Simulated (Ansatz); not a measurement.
For β-phase GaSe (model structure), PBE-D4 (PAW; Ansatz, a first-principles code) gives:

| Property | Value |
|---|---|
| lattice constant a | 3.759 Å |
| lattice parameter c | 15.816 Å |

Question: What does PBE0-D4 (plane waves, PAW; Ansatz) give for the same quantities?

Answer: 
- lattice constant a: 3.728 Å (drops by 0.8 %)
- lattice parameter c: 15.740 Å (decreases by 0.5 %)

Changes are worked out from the printed values.

Unless a cell is named, each level is at its own relaxed cell (PBE-D4 24.19, PBE0-D4 23.68 Å³/atom).

Ansatz's density-functional and Hartree–Fock values are scalar-relativistic unless marked +SOC, with PAW data made under PBE.

A model structure was made by putting elements into a prototype or built by hand; here it ended with the formula and space group of a phase in our tables.
